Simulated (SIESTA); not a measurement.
Band structure of TcN (P4_2/mmc, 4 atoms in the cell).

```
TcN
1.0
    2.66149     0.00000     0.00000
    0.00000     2.66149     0.00000
    0.00000     0.00000     6.02184
Tc N
2 2
Direct
  0.50000   0.00000   0.50000
  0.00000   0.50000   0.00000
  0.00000   0.00000   0.75000
  0.00000   0.00000   0.25000
```

Level of theory: GGA PBEsol, numerical atomic orbitals DZP, PseudoDojo PBEsol standard norm-conserving potentials (rewritten from UPF to PSML) in SIESTA.

Settings: XC.functional = GGA; XC.authors = PBEsol; potentials = PseudoDojo PBEsol standard; PAO.BasisSize = DZP; PAO.EnergyShift = 0.01 Ry; MeshCutoff = 400 Ry; kgrid.MonkhorstPack = 8 8 4; OccupationFunction = FD; ElectronicTemperature = 100 meV; MaxSCFIterations = 150; SCF.Mixer.Method = Pulay; SCF.Mixer.Weight = 0.1; SCF.Mixer.History = 6; SCF.DM.Tolerance = 1.0E-05.

The starting cell comes from a database of computed structures (which also holds hypothetical and non-ambient phases and stackings), without a prior relaxation at this level. Its lattice was rescaled by a random factor within 2.5 % of one. Spin polarisation is off. Values carry the incompleteness of an atom-centred basis.

Levels in eV from the Fermi level, bands 17 to 22:
| point | 17 | 18 | 19 | 20 | 21 | 22 |
|---|---|---|---|---|---|---|
| Γ | -2.45 | -0.78 | -0.70 | -0.70 | 0.60 | 0.60 |
| X | -2.27 | -1.48 | -0.47 | 0.85 | 0.86 | 2.02 |
| M | -2.74 | -2.70 | -2.70 | -1.08 | 3.14 | 3.14 |
| Z | -2.19 | -2.19 | -1.30 | -1.30 | 1.79 | 1.79 |
| R | -2.46 | -0.77 | -0.51 | -0.42 | -0.14 | 0.92 |
| A | -2.45 | -2.45 | -0.41 | -0.41 | 3.10 | 3.10 |

Bands cross the Fermi level along this path, so the cell is metallic at this level.

Higher empty bands are left out: an atom-centred basis made for the valence describes them poorly.
